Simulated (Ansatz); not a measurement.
The starting structures come from a database of crystals and need not be the phases stable at ambient conditions.

Inside the gap of an insulator the Bloch states are evanescent, with a wavenumber k + iκ along the transport direction.

Data:

```
CELL_PARAMETERS angstrom
      4.33208     0.00000     0.00000
      0.00000    10.51097     0.00000
      0.00000     5.25549     5.25549
ATOMIC_POSITIONS crystal
  K  0.50000 0.00000 0.50000
  K  0.50000 0.50000 0.50000
  Pd 0.00000 0.00000 0.00000
  Br 0.00000 0.23397 0.53206
  Br 0.00000 0.76603 0.46794
  Br 0.00000 0.76603 0.00000
  Br 0.00000 0.23397 0.00000
```

Space group of this cell: P4/mmm. The cell is taken as given; by PBEsol its mean pressure is -0.9 GPa.

Transport runs along the normal of the first two printed cell vectors, the (110) plane of the conventional cell.

The gap is the functional's own. No spin-orbit coupling. Mid-gap values are interpolated on the energy grid.

Task: Compute, with PBEsol run with Ansatz (a quantum-chemistry and plane-wave program), the band gap and the smallest decay constant κ at mid-gap.

Result: Gap 1.13 eV on a 8×6×6 mesh; κ = 0.255 1/Å, at the zone centre.
